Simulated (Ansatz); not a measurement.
The parent structure is KI in the rock salt structure (space group Fm-3m, No. 225; a = 7.182 Å).

The values are results of PBE in Ansatz (plane waves to 420 eV, PAW, spin-orbit coupling left out), not measurements.

For the base:

Electron mass: 0.34 mₑ (at Γ)
Pressure: 0.00 GPa
Width of the top valence band: 0.54 eV

Perturbation: an isotropic linear strain of +2.00 %, atoms relaxed at fixed cell.

### Question
What does the calculation give for the mean gap deformation potential ΔEg/Δln V after the change?

### Answer
The mean gap deformation potential ΔEg/Δln V is -2.1 eV.

### Question
Estimate the effect on the electron mass.

### Answer
The electron mass goes from 0.34 mₑ (at Γ) to 0.35 mₑ (at Γ).

### Question
What does the calculation give for the energy relative to the base after the change?

### Answer
The energy rises by 5.1 meV/atom.

### Question
How does this affect the pressure?

### Answer
The pressure goes from zero to -0.55 GPa.

### Question
Estimate the effect on the width of the top valence band.

### Answer
The width of the top valence band decreases by 0.06 eV, from 0.54 eV to 0.48 eV.

With I present, leaving out spin-orbit coupling can change the band edges. Effective masses come from finite differences of ±0.01 Å⁻¹. No phonon test of stability was made.

Ansatz is a program for electronic structure.
